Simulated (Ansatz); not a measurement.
CO on the 1x1 (111) surface of fcc Cu, one in a 1x1 cell, energies for each (5.7 Å²). Energies are against CO(g), without zero-point or thermal terms; each row is named by its start.

These are PBE (plane waves to 420 eV, PAW; Ansatz, a quantum-chemistry and plane-wave program) values and carry that method's errors.

Set-up: 6 atoms, 6.2 Å thick at the start under the adsorbate (thin: gaps and levels are the slab's own); mesh 12x12x1; 0.1 eV smearing; dipole correction on; 2 atoms held, the rest relaxed; each run with such symmetry as its start has; no spin, no spin-orbit, no U, no dispersion correction.

A negative adsorption energy means that the adsorbate is more stable on the surface than in its reference. Heights count from the host atoms within 0.3 Å of the top one.

```csv
starting site,E_ads (eV),height (Å),nearest host atom (Å),bonded to,Δ work function (eV),lateral drift (Å)
top Cu,0.23,1.88,Cu 1.88,Cu,1.06,0.0
hollow Cu-Cu-Cu over Cu at depth 2.1 Å,0.36,1.46,Cu 2.08,3 Cu,1.94,0.0
hollow Cu-Cu-Cu over Cu at depth 4.1 Å,0.36,1.46,Cu 2.08,3 Cu,1.96,0.0
bridge Cu-Cu (span 2.6 Å),0.35,1.54,Cu 2.01,2 Cu,1.75,0.0
```
